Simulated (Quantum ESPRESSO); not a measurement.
Quantum ESPRESSO run on LiMg (P1, 2 atoms in the cell): relaxation of the atoms.

Level of theory: PBEsol, PseudoDojo standard norm-conserving (PBESOL) pseudopotentials (plane waves; Quantum ESPRESSO).

Input as run:

```fortran
&CONTROL
   calculation = 'relax'
   prefix = 'LiMg'
   outdir = './out'
   pseudo_dir = './'
   forc_conv_thr = 3.9e-03
/
&SYSTEM
   ibrav = 0
   nat = 2
   ntyp = 2
   ecutwfc = 85
   occupations = 'smearing'
   smearing = 'marzari-vanderbilt'
   degauss = 0.0147
/
&ELECTRONS
   conv_thr = 1e-10
   mixing_beta = 0.4
/
&IONS
/
ATOMIC_SPECIES
Li     6.9400  Li.upf
Mg    24.3050  Mg.upf
ATOMIC_POSITIONS {alat}
Li    0.0035880000   -0.0170710000    0.0096270000
Mg    0.4964120000    0.5170710000    0.4903730000
K_POINTS {automatic}
8 8 8  0 0 0
CELL_PARAMETERS {angstrom}
   3.4153300000     0.0000000000     0.0000000000
   0.0000000000     3.4153300000     0.0000000000
   0.0000000000     0.0000000000     3.4153300000
```

Output, abridged:

```
     Self-consistent Calculation

     iteration #  1     ecut=    85.00 Ry     beta= 0.40

     Threshold (ethr) on eigenvalues was too large:
     Diagonalizing with lowered threshold

     total energy              =    -132.92840966 Ry
     estimated scf accuracy    <       0.01191874 Ry

     iteration #  2     ecut=    85.00 Ry     beta= 0.40

     total energy              =    -132.92735441 Ry
     estimated scf accuracy    <       0.00302511 Ry

     iteration #  3     ecut=    85.00 Ry     beta= 0.40

     total energy              =    -132.92763050 Ry
     estimated scf accuracy    <       0.00006823 Ry

   [... 3 blocks of this kind left out ...]

     iteration #  7     ecut=    85.00 Ry     beta= 0.40

     total energy              =    -132.92763667 Ry
     estimated scf accuracy    <          2.3E-10 Ry

     iteration #  8     ecut=    85.00 Ry     beta= 0.40
     End of self-consistent calculation

     Number of k-points >= 100: set verbosity='high' to print the bands.

     the Fermi energy is     3.6039 ev

!    total energy              =    -132.92763667 Ry
     estimated scf accuracy    <          1.6E-11 Ry
     smearing contrib. (-TS)   =       0.00018716 Ry
     internal energy E=F+TS    =    -132.92782383 Ry

     convergence has been achieved in   8 iterations

     Forces acting on atoms (cartesian axes, Ry/au):

     atom    1 type  1   force =    -0.00209553    0.00944749   -0.00551077
     atom    2 type  2   force =     0.00209553   -0.00944749    0.00551077

     Total force =     0.015749     Total SCF correction =     0.000002

     BFGS Geometry Optimization
     Energy error            =      2.5E-04 Ry
     Gradient error          =      9.4E-03 Ry/Bohr

   [... lines left out ...]
     the Fermi energy is     3.6047 ev
!    total energy              =    -132.92908660 Ry
     Total force =     0.000166     Total SCF correction =     0.000005
     bfgs converged in   7 scf cycles and   6 bfgs steps
   [... lines left out ...]
     (criteria: energy <  1.0E-04 Ry, force <  3.9E-03 Ry/Bohr)

     End of BFGS Geometry Optimization

     Final energy             =    -132.9290866021 Ry

     File ./out/LiMg.bfgs deleted, as requested
Begin final coordinates

ATOMIC_POSITIONS (alat)
Li              -0.0000929238        0.0000167791       -0.0001743037
Mg               0.5000929238        0.4999832209        0.5001743037
End final coordinates

   JOB DONE.
```

The run converged.  The full log also holds: “WARNING: bfgs curvature condition failed, Theta= 0.876”.

Summary of the result:
* **Free energy E − TS**: -1808.5924 eV
* **Fermi level (on the code's own zero)**: 3.60 eV
* **Largest force (vector length)**: 0.003 eV/Å
* **Relaxation steps**: 6

The starting cell comes from a database of computed structures (which also holds hypothetical and non-ambient phases and stackings), without a prior relaxation at this level. For this run, on top of that: atoms moved at random.

Cost on one core of a shared machine: roughly 5 min.
